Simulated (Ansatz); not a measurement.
# SiC: response to strain

Consider SiC in the zinc blende structure (space group F-43m, No. 216; a = 4.357 Å). Axes: x, y, z lie along the cube axes.

Strains are applied to the cell and any free atomic positions relax; under biaxial strain the out-of-plane vector relaxes too.

Method: Ansatz (a program for electronic structure) r2SCAN, no spin-orbit coupling, earlier PAW set.

Candidates:
(a) biaxial strain −3.17 %, plane normal [001], relaxed out of plane
(b) uniaxial strain ε_zz = +0.97 %
(c) uniaxial strain ε_xx = +1.81 %
(d) tensor shear ε_xy = +3.31 %
(e) uniaxial strain ε_zz = −2.39 %

Base values:

| Property | Result |
|---|---|
| Band gap | 1.71 eV |

Task: Order them by band gap, lowest first.

Result: (d) tensor shear ε_xy = +3.31 % (1.15 eV), (a) biaxial strain −3.17 %, plane normal [001], relaxed out of plane (1.39 eV), (e) uniaxial strain ε_zz = −2.39 % (1.43 eV), (c) uniaxial strain ε_xx = +1.81 % (1.63 eV), (b) uniaxial strain ε_zz = +0.97 % (1.66 eV)

Whether these cells are dynamically stable was not tested.
